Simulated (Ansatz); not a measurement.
Ansatz (a quantum-chemistry and plane-wave program) run on LaH₃ (I4mm, 4 atoms in the cell): self-consistent single point.

Level of theory: LDA (PW92), default PAW files made with PBE (plane waves; Ansatz).

The change in words: lattice scaled by 0.98; kpoints.mp_grid.grid: 9 9 9 → 18 18 18. Reference geometry:
```
CELL_PARAMETERS angstrom
     -1.86769     1.86769     3.04058
      1.86769    -1.86769     3.04058
      1.86769     1.86769    -3.04058
ATOMIC_POSITIONS crystal
  La 0.00822 0.00822 0.00000
  H  0.75000 0.25000 0.50000
  H  0.25000 0.75000 0.50000
  H  0.50000 0.50000 0.00000
```

Reference input (self-consistent single point, DFT, LDA (PW92), plane waves, default PAW files made with PBE): basis.ecutwfc = 420 eV; kpoints.mp_grid.grid = 9 9 9; hamiltonian.xc = lda; hamiltonian.pseudopotentials = {kind: paw} (the program's default PAW files); scf.occupations.method = fermi_dirac; scf.occupations.width = 0.02 eV. This run's input differs from it in these lines:

Ansatz 0.2 input:
```diff
@@ -2,5 +2,5 @@
   lattice:
-    - [-1.867685, 1.867685, 3.040581]
-    - [1.867685, -1.867685, 3.040581]
-    - [1.867685, 1.867685, -3.040581]
+    - [-1.830331, 1.830331, 2.979769]
+    - [1.830331, -1.830331, 2.979769]
+    - [1.830331, 1.830331, -2.979769]
   atoms:
@@ -13,3 +13,3 @@
 kpoints:
-  mp_grid: { grid: [9, 9, 9] }
+  mp_grid: { grid: [18, 18, 18] }
 hamiltonian:
```

Output, abridged:

```
SCF iter   1: F=—  HF=-6125.551901 eV  |F-HF|=—  |Δ(HF+E_count)|=         —  Δρ=1.23e-2  dr2=4.92e-2  ethr=1.77e-3  ⟨swp⟩=4.2  Hψ=27150  notcnv=0
all-band conjugate gradients solve this SCF's bands
preconditioner: auto → none
SCF iter   2: F=—  HF=-6125.536034 eV  |F-HF|=—  |Δ(HF+E_count)|=   1.59e-2  Δρ=2.88e-3  dr2=2.36e-3  ethr=3.51e-4  ⟨swp⟩=2.7  Hψ=14620  notcnv=0
SCF iter   3: F=—  HF=-6125.535345 eV  |F-HF|=—  |Δ(HF+E_count)|=   6.89e-4  Δρ=1.40e-3  dr2=3.45e-4  ethr=1.69e-5  ⟨swp⟩=3.2  Hψ=10638  notcnv=0  defer=1
SCF iter   4: F=—  HF=-6125.535282 eV  |F-HF|=—  |Δ(HF+E_count)|=   6.30e-5  Δρ=1.74e-4  dr2=3.88e-6  ethr=2.46e-6  ⟨swp⟩=2.2  Hψ=6375  notcnv=0
SCF iter   5: F=—  HF=-6125.535282 eV  |F-HF|=—  |Δ(HF+E_count)|=   4.91e-7  Δρ=2.12e-5  dr2=8.58e-8  ethr=2.77e-8  ⟨swp⟩=2.4  Hψ=7320  notcnv=0
SCF iter   6: F=-6125.535282 eV  HF=-6125.535282 eV  |F-HF|=2.91e-10  |Δ(HF+E_count)|=   5.06e-9  Δρ=2.81e-6  dr2=1.17e-9  ethr=6.13e-10  ⟨swp⟩=3.4  Hψ=22057  notcnv=0
SCF 1 converged in 6 iterations: F = -6125.535282 eV  dr2 = 1.17e-9
Free energy (F): -6125.535282 eV
Internal energy: -6125.535279 eV  (E = F + TS)
E sigma→0 (E₀):  -6125.535281 eV
Entropy (-TS):   -0.000003 eV (-0.001 meV/atom)
Fermi energy:    10.843425 eV
--- Forces (eV/Å), atoms counted from 1 ---
  atom   1  La     0.00000000    -0.00000000    -0.19919954
  atom   2  H      0.00000000     0.00000000     0.11605978
  atom   3  H     -0.00000000    -0.00000000     0.11605978
  atom   4  H      0.00000000     0.00000000    -0.03292035
--- Stress (GPa, compression-positive) ---
        2.495471      -0.000000      -0.000000
       -0.000000       2.495471       0.000000
       -0.000000       0.000000       1.333073
  P = ⅓ Tr σ = 2.1080 GPa (21.080 kbar)
  The stress holds the Pulay correction. Without it, at fixed plane waves, as pw.x and ABINIT print it: P = 1.9865 GPa
```

The run converged in 6 iterations. Against the reference run the free energy goes down by 2.4 meV/atom, the pressure goes from -3.10 to 2.11 GPa, the largest force goes from 0.152 to 0.199 eV/Å and the gap on the mesh goes from 0.280 to 0.186 eV.

The starting cell comes from a database of computed structures (which also holds hypothetical and non-ambient phases and stackings), without a prior relaxation at this level. Its lattice was rescaled by up to half a per cent. One atom was moved a little off its site on purpose. For this run, on top of that: lattice scaled by 0.98. Ansatz's pressure includes its estimate of the finite-basis (Pulay) stress.
